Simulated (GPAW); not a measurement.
Worked example: relaxation of cell and atoms of K2S (Fm-3m, 3 atoms in the cell) in GPAW.

Method of the run: PBE, GPAW PAW datasets PBE (gpaw-data 1.0.1) (plane waves; GPAW).

```yaml
crystal:
  lattice:
    - [0.00000, 3.73649, 3.73649]
    - [3.73649, 0.00000, 3.73649]
    - [3.73649, 3.73649, 0.00000]
  atoms:
    - { symbol: K, position: [0.25000, 0.25000, 0.25000] }
    - { symbol: K, position: [0.75000, 0.75000, 0.75000] }
    - { symbol: S, position: [0.00000, 0.00000, 0.00000] }
```

Reference input (self-consistent single point, DFT PBE, plane waves, GPAW PAW datasets PBE (gpaw-data 1.0.1)): mode = pw; ecut = 600 eV; xc = PBE; kpts = 6 6 6; mesh shift (steps) = 0 0 0; occupations.name = fermi-dirac; occupations.width = 0.05 eV; nbands = -8; convergence.bands = -6; symmetry.symmorphic = false; symmetry.tolerance = 0.0005; maxiter = 120. This run's input differs from it in these lines:

```diff
@@ -1,2 +1,4 @@
 from ase import Atoms
+from ase.filters import FrechetCellFilter
+from ase.optimize import LBFGS
 from ase.units import GPa
@@ -18,3 +20,3 @@
             nbands=-8,
-            convergence={'bands': -6},
+            convergence={'density': 1e-05, 'bands': -6},
             symmetry={'symmorphic': False, 'tolerance': 0.0005},
@@ -24,2 +26,10 @@
 atoms.calc = calc
+
+target = FrechetCellFilter(atoms)
+
+opt = LBFGS(target, logfile='-')
+converged = opt.run(fmax=0.02, steps=40)
+print('Relaxation converged:', converged)
+print('Cell:', atoms.cell.cellpar().round(4))
+print(atoms.get_scaled_positions().round(5))
```

Output (repeated stretches shortened):

```
     iter     time        total  log10-change:
                         energy   eigst   dens
iter:   1 --:--:--   -11.079126   +0.35
iter:   2 --:--:--   -10.789945   +0.12  -1.08
iter:   3 --:--:--    -9.794327   -0.44  -1.13
iter:   4 --:--:--    -9.829553   -1.03  -1.39
iter:   5 --:--:--    -9.781165   -1.18  -1.39
iter:   6 --:--:--    -9.770546   -2.03  -2.19
iter:   7 --:--:--    -9.776913c  -2.47  -2.16
iter:   8 --:--:--    -9.772998c  -2.97  -2.34
iter:   9 --:--:--    -9.771901c  -3.10  -2.73
iter:  10 --:--:--    -9.771780c  -3.82  -2.75
iter:  11 --:--:--    -9.771796c  -4.33  -3.43
   [... 3 lines left out ...]
iter:  15 --:--:--    -9.771755c  -6.16  -4.14
iter:  16 --:--:--    -9.771758c  -6.28  -4.22
iter:  17 --:--:--    -9.771757c  -6.76  -4.14
iter:  18 --:--:--    -9.771757c  -7.33  -4.43
iter:  19 --:--:--    -9.771757c  -7.81c -4.46
iter:  20 --:--:--    -9.771758c  -7.19  -4.48
iter:  21 --:--:--    -9.771757c  -7.77c -4.61
iter:  22 --:--:--    -9.771757c  -8.46c -5.17c
Converged after 22 iterations.

Dipole moment: (0.000000, 0.000000, -0.000000) |e|*Ang

Energy contributions relative to reference atoms: (reference = -43622.126334)

Kinetic:         +0.849328
Potential:       +1.452583
External:        +0.000000
XC:             -10.852063
Entropy (-ST):   -0.000000
Local:           -1.221605
SIC:             +0.000000
--------------------------
Free energy:     -9.771757
Extrapolated:    -9.771757

Showing only first 2 kpts
 Kpt  Band  Eigenvalues  Occupancy
  0    10      1.08710    2.00000
  0    11      1.08710    2.00000
  0    12      3.56868    0.00000
  0    13      6.71050    0.00000

  1    10      1.13123    2.00000
  1    11      1.13123    2.00000
  1    12      4.26718    0.00000
  1    13      6.46547    0.00000

Fermi level: 2.42500

Gap: 2.314 eV
Transition (v -> c):
   [... lines left out ...]
Direct gap: 2.482 eV
Occupation numbers: Fermi-Dirac:
Atomic positions and initial magnetic moments
Free energy:     -9.771764
Fermi level: 2.42700
Gap: 2.315 eV
Direct gap: 2.483 eV
Occupation numbers: Fermi-Dirac:
Atomic positions and initial magnetic moments
Free energy:     -9.771839
   [... lines left out ...]

Forces in eV/Ang:
  0 K     0.00000   -0.00000    0.00000
  1 K     0.00000   -0.00000   -0.00000
  2 S    -0.00000   -0.00000   -0.00000

LBFGS:    2 --:--:--       -9.771839        0.003629
Relaxation converged: True
Cell: [ 5.2726  5.2726  5.2726 60.     60.     60.    ]
[[0.25 0.25 0.25]
 [0.75 0.75 0.75]
 [0.   0.   0.  ]]
Energy (eV): -9.771839
Stress (GPa, Voigt): [-0.0168 -0.0168 -0.0168 -0.     -0.     -0.    ]
```

The run converged. GPAW prints stress with tension positive. 

Summary of the result:
| Item | Value |
|---|---|
| Free energy E − TS (from the program's reference atoms) | -9.7718 eV |
| Top of the valence band (on the code's own zero) | 1.29 eV |
| Gap on the k-point mesh | 2.33 eV |
| Pressure | 0.02 GPa |
| Final cell | a = 5.273 Å, b = 5.273 Å, c = 5.273 Å, α = 60.00°, β = 60.00°, γ = 60.00° |
| Final volume per atom | 34.55 Å³ |
| Relaxation steps | 2 |

The starting cell has typed, rounded lattice constants, without a prior relaxation at this level. Its lattice was rescaled by a random factor within 2.5 % of one. The relaxation keeps the symmetry of its start, so its end need not be a minimum.

Cost on one core of a shared machine: roughly 50 s.
